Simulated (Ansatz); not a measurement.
ZrIr (model structure, Cmcm, No. 63), treated with LDA (PAW; Ansatz, a quantum-chemistry and plane-wave program).

Input:

Ansatz 0.2 input:
```yaml
crystal:
  lattice:
    - [1.5515543659, -5.0048366141, 0.0]
    - [1.5515543659, 5.0048366141, 0.0]
    - [0.0, 0.0, 4.4008192621]
  atoms:
    - { symbol: Zr, position: [0.6430523581, 0.3569476419, 0.25] }
    - { symbol: Ir, position: [0.908041995, 0.091958005, 0.25] }
    - { symbol: Zr, position: [0.3569476419, 0.6430523581, 0.75] }
    - { symbol: Ir, position: [0.091958005, 0.908041995, 0.75] }
basis:
  ecutwfc: 520
  ecutrho_ratio: 4
  xc_grid: 2
kpoints:
  mp_grid: { grid: [18, 18, 14] }
hamiltonian:
  xc: lda
  dispersion: none
  pseudopotentials: { kind: paw }
scf:
  occupations: { method: fermi_dirac, width: 0.05 }
output:
  forces: true
  stress: true
  eigenvalues: true
relax:
  f_tol: 0.004
  escape_saddle: false
  max_steps: 80
  cell: { stress_tol: 0.02, fix: [volume] }
```

From the output:

```
Relaxation: its limit of steps is 80 (relax.max_steps)
Crystal: 4 atoms, lattice volume = 68.347 Å³
Basis set: ecut = 520 eV, 1847 PW (Γ), exchange–correlation on 80×80×72 points (8 copies of the dense FFT grid, shifted against one another)
Bands: 35, of which v1, the nominal top of the filled ones, is band 29 counted from 1 (28 counted from 0)
Symmetry: 8 space group operations
Space group: Cmcm (ITA 63), of the structure as read, at distance tolerance 4.1e-5 Å
k-points: 728 of 4536
Functional: x = slater, c = lda
SCF iter   1: F=—  HF=-31485.116246 eV  |F-HF|=—  |Δ(HF+E_count)|=         —  Δρ=5.46e-3  dr2=1.23e-2
SCF iter   2: F=—  HF=-31485.116492 eV  |F-HF|=—  |Δ(HF+E_count)|=   2.47e-4  Δρ=3.06e-3  dr2=3.84e-3
  ...
SCF 1 converged in 6 iterations: F = -31485.116000 eV  dr2 = 8.74e-9
Crystal: 4 atoms, lattice volume = 68.347 Å³
Basis set: ecut = 520 eV, 1835 PW (Γ), exchange–correlation on 80×80×72 points (8 copies of the dense FFT grid, shifted against one another)
Initial density: handed on by an earlier stage of this run
SCF 2 converged in 6 iterations: F = -31485.114166 eV  dr2 = 3.38e-9
Crystal: 4 atoms, lattice volume = 68.347 Å³
Basis set: ecut = 520 eV, 1843 PW (Γ), exchange–correlation on 80×80×72 points (8 copies of the dense FFT grid, shifted against one another)
SCF 3 converged in 8 iterations: F = -31485.117142 eV  dr2 = 1.91e-12
Crystal: 4 atoms, lattice volume = 68.347 Å³
SCF 4 converged in 6 iterations: F = -31485.117170 eV  dr2 = 6.15e-12
Crystal: 4 atoms, lattice volume = 68.347 Å³
SCF 5 converged in 6 iterations: F = -31485.117177 eV  dr2 = 3.90e-12
Crystal: 4 atoms, lattice volume = 68.347 Å³
SCF iter   7: F=-31485.117178 eV  HF=-31485.117178 eV  |F-HF|=0.00e0  |Δ(HF+E_count)|=  1.46e-11  Δρ=6.15e-10  dr2=3.07e-16
SCF iter   8: F=-31485.117178 eV  HF=-31485.117178 eV  |F-HF|=3.64e-12  |Δ(HF+E_count)|=  3.64e-12  Δρ=3.21e-10  dr2=1.21e-16
SCF 6 converged in 8 iterations: F = -31485.117178 eV  dr2 = 1.21e-16
SCF converged after 8 iterations
Free energy (F): -31485.117178 eV
Internal energy: -31485.095730 eV  (E = F + TS)
E sigma→0 (E₀):  -31485.106454 eV
Fermi energy:    19.789197 eV
--- Stress (GPa, compression-positive) ---
        4.309556      -0.000000       0.000000
       -0.000000       4.308834       0.000000
        0.000000       0.000000       4.312278
  P = ⅓ Tr σ = 4.3102 GPa (43.102 kbar)
```

The cell is one volume of an energy–volume scan, off the minimum.

The PAW data were made under PBE.

Note: the run has no spin polarisation, so it can have missed a magnetic state. Note: the cell keeps the symmetry of its start, so it can be a saddle point.

A model structure was made by putting elements into a prototype or built by hand; it is no filed structure, need not be a known phase, and can be a saddle point held by its symmetry.
